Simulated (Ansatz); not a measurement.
## TiC, response to strain

Take TiC in the rock salt structure (space group Fm-3m, No. 225; a = 4.328 Å; relaxed with 0.1 eV smearing) as the base. Axes: x, y, z lie along the cube axes.

Strains are applied to the cell and any free atomic positions relax; under biaxial strain the out-of-plane vector relaxes too.

Method: r2SCAN/PAW in Ansatz (an electronic-structure program), no SOC.

Notes on the quantities. pressure: mean of the normal stresses, compression positive.

| change | volume per atom | pressure |
|---|---|---|
| base | 10.13 Å³ | 0.0 GPa |
| biaxial strain −3.00 %, plane normal [001], relaxed out of plane | 9.68 Å³ | 14.1 GPa |
| biaxial strain −2.50 %, plane normal [001], relaxed out of plane | 9.76 Å³ | 11.4 GPa |
| biaxial strain −2.00 %, plane normal [001], relaxed out of plane | 9.83 Å³ | 8.9 GPa |
| biaxial strain −1.50 %, plane normal [001], relaxed out of plane | 9.91 Å³ | [?] |
| biaxial strain −1.00 %, plane normal [001], relaxed out of plane | [?] | 4.2 GPa |
| biaxial strain −0.50 %, plane normal [001], relaxed out of plane | [?] | [?] |

Fill in the withheld entries from the trend.


- biaxial strain −1.50 %, plane normal [001], relaxed out of plane, pressure: 6.5 GPa
- biaxial strain −1.00 %, plane normal [001], relaxed out of plane, volume per atom: 9.98 Å³
- biaxial strain −0.50 %, plane normal [001], relaxed out of plane, volume per atom: 10.06 Å³
- biaxial strain −0.50 %, plane normal [001], relaxed out of plane, pressure: 2.0 GPa

No phonon test of stability was made. The final runs are not spin-polarised.
